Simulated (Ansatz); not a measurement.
## Ti under a change: isotropic strain +2.50 %

Take Ti in the hcp (Mg type) structure (space group P6_3/mmc, No. 194; a = 2.864 Å, c = 4.537 Å; relaxed with 0.1 eV smearing) as the base.

Now apply this change: the cell is scaled by 1.0250 in all directions, atoms relaxed at fixed cell.

All numbers come from Ansatz (a first-principles code), LDA, PAW, cutoff 420 eV, without spin-orbit coupling. Settings: 23×23×13 k-points, 0.1 eV Fermi–Dirac smearing.

* **Volume per atom**: 17.36 Å³ (base 16.12 Å³)
* **Space group**: P6_3/mmc (No. 194) (base P6_3/mmc (No. 194))
* **Energy relative to the base (free energy F)**: +34 meV/atom
* **Pressure (mean of the normal stresses, compression positive)**: -8.2 GPa (base 0.0 GPa)
* **Band gap**: zero (base zero)

Whether these cells are dynamically stable was not tested. The final runs are not spin-polarised.
